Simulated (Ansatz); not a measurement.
ZnS (P3m1, No. 156, 32 atoms in the cell; start mp-556950; a measured phase of this formula has another space group), treated with r²SCAN (Ansatz, an electronic-structure program, plane waves, PAW).

Settings: plane-wave cutoff 560 eV, 12×12×1 k mesh (along the axes of the cell as run), Fermi–Dirac smearing 0.01 eV, scalar-relativistic PAW data made under PBE.

Cell (relaxed at this level):

ZnS is taken in the trigonal space group P3m1 (No. 156), Pearson symbol hP32. Conventional cell: a = b = 3.809 Å, c = 49.828 Å, α = β = 90.00°, γ = 120.00°. Zn1 on 1b is surrounded by 4 S at 2.333 Å (tetrahedral). Zn2 on 1c has 4 S at 2.333 Å (tetrahedral). Zn3 on 1a has 4 S at 2.333 Å (tetrahedral). Zn4 on 1b sees 4 S at 2.333 Å (tetrahedral). Zn5 on 1c is coordinated by 4 S at 2.335–2.337 Å (tetrahedral). Zn6 on 1b is surrounded by 4 S at 2.333 Å (tetrahedral). Zn7 on 1c is surrounded by 4 S at 2.335–2.338 Å (tetrahedral). Zn8 on 1a has 4 S at 2.333 Å (tetrahedral). 24 further independent sites are not listed. (Neighbours: up to the widest gap in distance over summed covalent radii, below 1.35, at either atom; cation-cation and far metal-metal contacts left out.)

Q: Estimate the band gap that the calculation returns.

A: 
* **band gap**: 2.72 eV (on the SCF k mesh)

Note: the relaxation could not lower the start's symmetry, so the cell can be a saddle point above a distorted one.

Cost on a shared machine: roughly 50 core-minutes.

A start named mp-… is a Materials Project structure, which need not be a measured phase.
